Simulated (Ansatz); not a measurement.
## A computed series for Au: pressure series

Start from Au in the fcc (Cu type) structure (space group Fm-3m, No. 225).

```yaml
crystal:
  lattice:
    - [0.00000, 2.04172, 2.04172]
    - [2.04172, 0.00000, 2.04172]
    - [2.04172, 2.04172, 0.00000]
  atoms:
    - { symbol: Au, position: [0.00000, 0.00000, 0.00000] }
```

Cell and atoms are relaxed at each pressure.

All numbers come from DFT with PBEsol, PAW potentials and a 420 eV plane-wave cutoff in Ansatz (a program for electronic structure), no spin-orbit coupling.

Notes on the quantities. enthalpy: H = E + PV relative to the base's energy.

```csv
change,lattice parameter a,enthalpy
base,408.3 pm,–
pressure −2 GPa,410.0 pm,-0.21 eV/atom
pressure −1 GPa,409.1 pm,-0.11 eV/atom
pressure 0.9 GPa,407.7 pm,+0.10 eV/atom
pressure 2.1 GPa,406.8 pm,+0.22 eV/atom
pressure 4.5 GPa,405.1 pm,+0.47 eV/atom
pressure 9 GPa,402.2 pm,+0.93 eV/atom
pressure 15 GPa,398.9 pm,+1.54 eV/atom
pressure 22.5 GPa,395.2 pm,+2.27 eV/atom
pressure 30 GPa,392.1 pm,+2.98 eV/atom
```

Load acts through the strain it causes; cell and atoms are relaxed under it. Whether these cells are dynamically stable was not tested. No other phases were tried under pressure.
